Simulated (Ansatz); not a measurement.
HfO2: Tb on a Hf site, symmetric start

Start from a 24-atom supercell of HfO2 in the fluorite structure (space group Fm-3m, No. 225; a = 5.044 Å) at its relaxed geometry.

One thing is altered: a neutral Tb on a Hf site, symmetric start, atoms relaxed at fixed cell.

All numbers come from plane-wave PAW DFT at the PBEsol level (Ansatz, a quantum-chemistry and plane-wave program, 420 eV), no SOC. k-mesh 4×4×4 (Γ-centred); smearing 0.01 eV (Fermi–Dirac).

| quantity | base | changed | shift |
|---|---|---|---|
| pressure | 0.0 GPa | 3.9 GPa | +3.9 GPa |
| energy gained by relaxation | – | 0.23 eV | – |
| largest displacement of a host atom from its site in the perfect cell | – | 0.05 Å | – |
| mean distance from the defect site to its nearest host atoms | 2.18 Å | 2.23 Å | +0.05 Å |

Final structure:

```
CELL_PARAMETERS angstrom
      0.00000     5.04380     5.04380
      5.04380     0.00000     5.04380
      5.04380     5.04380     0.00000
ATOMIC_POSITIONS crystal
  Tb 0.00000 0.00000 0.00000
  Hf 0.00000 0.00000 0.50000
  Hf 0.00000 0.50000 0.00000
  Hf 0.00000 0.50000 0.50000
  Hf 0.50000 0.00000 0.00000
  Hf 0.50000 0.00000 0.50000
  Hf 0.50000 0.50000 0.00000
  Hf 0.50000 0.50000 0.50000
  O  0.12790 0.12790 0.12790
  O  0.12790 0.12790 0.61629
  O  0.12790 0.61629 0.12790
  O  0.12685 0.62438 0.62438
  O  0.61629 0.12790 0.12790
  O  0.62438 0.12685 0.62438
  O  0.62438 0.62438 0.12685
  O  0.62438 0.62438 0.62438
  O  0.37562 0.37562 0.37562
  O  0.37562 0.37562 0.87315
  O  0.37562 0.87315 0.37562
  O  0.38371 0.87210 0.87210
  O  0.87315 0.37562 0.37562
  O  0.87210 0.38371 0.87210
  O  0.87210 0.87210 0.38371
  O  0.87210 0.87210 0.87210
```

Cost of the whole job for the changed cell (relaxation, final SCF and bands): very roughly 6 core-minutes.

Other magnetic orders, which the real material may have, were not ruled out. The 4f electrons are in the valence with no U and their state was not checked, so volumes and moments can be off. In so small a cell the defect repeats every few ångströms: this is an ordered compound, not a dilute defect. The defect started on the symmetric site and kept its symmetry, so it may sit on a saddle. No Hubbard U is applied, and correlation can decide whether such a compound is a metal. The defect cell is spin-polarised and ends with 7.0 μB. This is not the structure that HfO2 has at room temperature and ambient pressure.
